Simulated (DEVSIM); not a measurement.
Device: abrupt Si p-n junction, at 250 K.

```tsv
layer (left to right)	material	thickness (μm)	Nd (cm⁻³)	Na (cm⁻³)	τn (s)	τp (s)
1	Si	1.80	-	3.7e18	1e-7	1e-7
2	Si	0.370	1.4e17	-	1e-7	1e-7
```

Left contact: ohmic. Right contact: ohmic. Voltage is applied to the left contact. Recombination: SRH at mid-gap, radiative. Gap narrowing is on: ΔEg = 6.92 meV × (l + √(l² + 0.5)), l = ln(N/1.3e17 cm⁻³), shared equally by both band edges. Mobility is μmin + (μ − μmin)/(1 + (N/Nref)^α).

Constants are typed, rounded textbook-type inputs, not results; the design itself was drawn at random and stands for no fabricated device. Values at 300 K; Nc and Nv go as T^1.5, mobilities as T to minus their exponent, the gap by Varshni's rule with the affinity fixed.

```tsv
parameter	Si
gap (eV)	1.124
affinity (eV)	4.05
permittivity	11.7
Nc (cm⁻³)	2.86e19
Nv (cm⁻³)	3.1e19
μn (cm²/Vs)	1417
μp (cm²/Vs)	470
μn,min	52
μp,min	45
Nref,n	9.7e16
Nref,p	2.2e17
αn	0.68
αp	0.72
T exponent of μn	2.3
T exponent of μp	2.2
B (cm³/s)	4.7e-15
Varshni α (eV/K)	0.000473
Varshni β (K)	636
```

Simulated with DEVSIM: 1D drift-diffusion, Boltzmann statistics, complete ionisation; no tunnelling, impact ionisation, image-force lowering or self-heating.

### Question
Tabulate band edges, carrier densities and field at 0.9 V on the left contact.

### Answer
Energies count from the Fermi level of the right contact; mesh points crowd at the junctions.

| x (μm) | Ec (eV) | Ev (eV) | n (cm⁻³) | p (cm⁻³) | field (V/cm) |
|---|---|---|---|---|---|
| 0.000 | 0.149 | -0.940 | < 1e2 | 3.7e18 | 31 |
| 0.01668 | 0.149 | -0.940 | 1.7e14 | 3.7e18 | 31 |
| 0.04463 | 0.149 | -0.940 | 4.5e14 | 3.7e18 | 31 |
| 0.09147 | 0.150 | -0.940 | 9.2e14 | 3.7e18 | 31 |
| 0.2127 | 0.150 | -0.939 | 2.1e15 | 3.7e18 | 31 |
| 0.3731 | 0.151 | -0.939 | 3.7e15 | 3.7e18 | 31 |
| 0.6419 | 0.151 | -0.938 | 6.2e15 | 3.7e18 | 31 |
| 1.152 | 0.153 | -0.936 | 1.1e16 | 3.7e18 | 31 |
| 1.423 | 0.154 | -0.935 | 1.3e16 | 3.7e18 | 31 |
| 1.585 | 0.154 | -0.935 | 1.4e16 | 3.7e18 | 31 |
| 1.682 | 0.155 | -0.935 | 1.5e16 | 3.7e18 | 31 |
| 1.755 | 0.155 | -0.934 | 1.6e16 | 3.7e18 | 31 |
| 1.783 | 0.155 | -0.934 | 1.6e16 | 3.7e18 | 13 |
| 1.800 | 0.140 | -0.949 | 3.3e16 | 1.8e18 | -71000 |
| 1.821 | 0.107 | -1.024 | 1.5e17 | 5.6e16 | -5200 |
| 1.850 | 0.103 | -1.028 | 1.8e17 | 4.3e16 | ≈ 0 |
| 1.895 | 0.104 | -1.027 | 1.8e17 | 3.7e16 | 150 |
| 1.967 | 0.105 | -1.026 | 1.7e17 | 2.8e16 | 170 |
| 2.073 | 0.107 | -1.024 | 1.5e17 | 1.4e16 | 200 |
| 2.119 | 0.108 | -1.023 | 1.5e17 | 7.5e15 | 210 |
| 2.148 | 0.108 | -1.022 | 1.4e17 | 3.3e15 | 220 |
| 2.170 | 0.109 | -1.022 | 1.4e17 | < 1e2 | 230 |
